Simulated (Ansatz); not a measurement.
# GeS (Cmcm, No. 63, 4 atoms in the cell; start mp-12910; a measured phase of this formula has another space group)

The numbers are results of LDA (plane waves, PAW; Ansatz, a program for electronic structure), not measurements.

Settings: plane-wave cutoff 520 eV, 10×10×10 k mesh, Fermi–Dirac smearing 0.01 eV, scalar-relativistic PAW data made under PBE.

Cell (relaxed with PBE-D3(BJ)):

Space group Cmcm (No. 63); a = 3.832 Å, b = 10.617 Å, c = 3.820 Å, α = β = γ = 90.00°

```json
[
 {"atom": "Ge", "site": "4c", "symmetry": "m2m", "x": "0.0000", "y": "0.1309", "z": "0.2500"},
 {"atom": "S", "site": "4c", "symmetry": "m2m", "x": "0.0000", "y": "0.3555", "z": "0.2500"}
]
```
(The calculation used a cell of 4 atoms; values per cell refer to that cell.)

```json
{
  "band_gap": "0.22 eV (indirect)",
  "smallest_direct_gap_on_the_k_points_sampled": "0.92 eV",
  "Γ–Γ gap": "4.15 eV"
}
```

Note: cell and atoms aren't relaxed at this level (pressure -2.8 GPa).

Spin–orbit coupling is not included.

Computed values are for the static lattice.

It cost very roughly 22 core-seconds of CPU time.

A start named mp-… is a Materials Project structure, which need not be a measured phase.
